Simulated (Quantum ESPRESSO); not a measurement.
Quantum ESPRESSO run on LiLa₂SbO₆ (P1, 20 atoms in the cell): self-consistent single point.

Level of theory: PBEsol, GBRV 1.5 ultrasoft (PBESOL) pseudopotentials (plane waves; Quantum ESPRESSO 7.5).

```
CELL_PARAMETERS angstrom
      5.62260     0.00000     0.00000
      0.00000     5.71990     0.00000
     -5.59423     0.00000     7.96885
ATOMIC_POSITIONS crystal
  La 0.76727 0.03103 0.75052
  La 0.23403 0.55563 0.74829
  La 0.22364 0.94951 0.26380
  La 0.76734 0.46695 0.25852
  Li 0.98577 0.00629 0.49580
  Li 0.99399 0.52083 0.98932
  Sb 0.50651 0.48684 0.50180
  Sb 0.49652 0.99555 0.99732
  O  0.15929 0.69558 0.46073
  O  0.83626 0.18533 0.04347
  O  0.84534 0.30738 0.54888
  O  0.16122 0.80529 0.94973
  O  0.24192 0.21856 0.44720
  O  0.76067 0.74055 0.05470
  O  0.74901 0.76062 0.55033
  O  0.25506 0.30449 0.94925
  O  0.65980 0.46414 0.72711
  O  0.33479 0.96722 0.75072
  O  0.36728 0.51953 0.27075
  O  0.65429 0.01867 0.24176
```

Reference input (self-consistent single point, DFT, PBEsol, plane waves, GBRV 1.5 ultrasoft (PBESOL) pseudopotentials): ecutwfc = 40 Ry; ecutrho = 200 Ry; occupations = smearing; smearing = gaussian; degauss = 0.019992 Ry; K_POINTS = automatic 4 3 2 0 0 0; conv_thr = 1e-10 Ry. This run's input differs from it in these lines:

```diff
@@ -48,3 +48,3 @@
 K_POINTS automatic
-4 3 2  0 0 0
+5 4 3  1 1 1
 CELL_PARAMETERS bohr
```

Output, abridged:

```
     Self-consistent Calculation

     iteration #  1     ecut=    40.00 Ry     beta= 0.70

     negative rho (up, down):  2.929E-01 0.000E+00

     total energy              =   -1193.27643480 Ry
     estimated scf accuracy    <       4.23937824 Ry

     iteration #  2     ecut=    40.00 Ry     beta= 0.70

     negative rho (up, down):  2.009E-01 0.000E+00

     total energy              =   -1193.97790694 Ry
     estimated scf accuracy    <       7.78807055 Ry

     iteration #  3     ecut=    40.00 Ry     beta= 0.70

     negative rho (up, down):  2.111E-01 0.000E+00

     total energy              =   -1195.37328028 Ry
     estimated scf accuracy    <       0.14460009 Ry

   [... 13 blocks of this kind left out ...]

     iteration # 17     ecut=    40.00 Ry     beta= 0.70

     negative rho (up, down):  2.304E-01 0.000E+00

     total energy              =   -1195.50863502 Ry
     estimated scf accuracy    <          2.4E-10 Ry

     iteration # 18     ecut=    40.00 Ry     beta= 0.70

     negative rho (up, down):  2.304E-01 0.000E+00
     End of self-consistent calculation

     the Fermi energy is    11.0394 ev

!    total energy              =   -1195.50863502 Ry
     estimated scf accuracy    <          4.6E-11 Ry
     smearing contrib. (-TS)   =      -0.00000000 Ry
     internal energy E=F+TS    =   -1195.50863502 Ry

     convergence has been achieved in  18 iterations

     negative rho (up, down):  2.304E-01 0.000E+00

     Forces acting on atoms (cartesian axes, Ry/au):

     atom    1 type  1   force =    -0.01443089    0.03138143    0.00714413
     atom    2 type  1   force =     0.01098991   -0.03327505   -0.01465978
     atom    3 type  1   force =     0.03759894    0.00655293   -0.03509084
     atom    4 type  1   force =    -0.00724481   -0.03163609   -0.02051099
     atom    5 type  2   force =    -0.00071393   -0.00126753    0.00286911
   [... lines left out ...]
     Total force =     0.274543     Total SCF correction =     0.000009
   [... lines left out ...]

     negative rho (up, down):  2.304E-01 0.000E+00
          total   stress  (Ry/bohr**3)                   (kbar)     P=       19.50
  -0.00008058   0.00004132  -0.00001928          -11.85        6.08       -2.84
   0.00004132   0.00018320   0.00000716            6.08       26.95        1.05
  -0.00001928   0.00000716   0.00029495           -2.84        1.05       43.39

   JOB DONE.
```

The run converged in 18 iterations. Against the reference run the free energy stays essentially unchanged (within 1 meV/atom), the pressure stays at 1.95 GPa, the largest force stays at 3.818 eV/Å and the gap on the mesh goes from 4.008 to 4.099 eV.

The starting cell comes from a database of published, mostly measured structures (it also holds non-ambient and calculated ones), without a prior relaxation at this level. Its atoms were displaced at random from the sites of space group no. 14. Spin-orbit coupling is off. Forces in this geometry exceed 1 eV/Å. Another mesh or the band path of this cell gives a smaller gap, so this value is not converged in the mesh.

Cost on one core of a shared machine: roughly 20 min.
